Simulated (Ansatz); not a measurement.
Consider ScAs in the zinc blende structure (space group F-43m, No. 216; a hypothetical phase, not in the database extracts checked).

```yaml
crystal:
  lattice:
    - [0.00000, 3.01953, 3.01953]
    - [3.01953, 0.00000, 3.01953]
    - [3.01953, 3.01953, 0.00000]
  atoms:
    - { symbol: As, position: [0.75000, 0.75000, 0.75000] }
    - { symbol: Sc, position: [0.00000, 0.00000, 0.00000] }
```

Cartesian axes are those of the cell as printed.

Level of theory: PBEsol (Ansatz, a quantum-chemistry and plane-wave program), no SOC.

The change: the cell is scaled by 1.0068 in all directions; the atoms relax in the strained cell.

### Question
Predict the stress tensor and what it implies for the stiffness.

### Answer
Stress of the strained cell less that of the base (GPa, compression positive):
```
  -1.16    0.00    0.00
   0.00   -1.16    0.00
   0.00    0.00   -1.16
```

Then B = −ΔP/(ΔV/V₀) with ΔV/V₀ = 0.0205 gives secant stiffness values (nonlinear terms included at this strain): B ≈ 56 GPa.

Whether these cells are dynamically stable was not tested. All final runs are without spin polarisation.
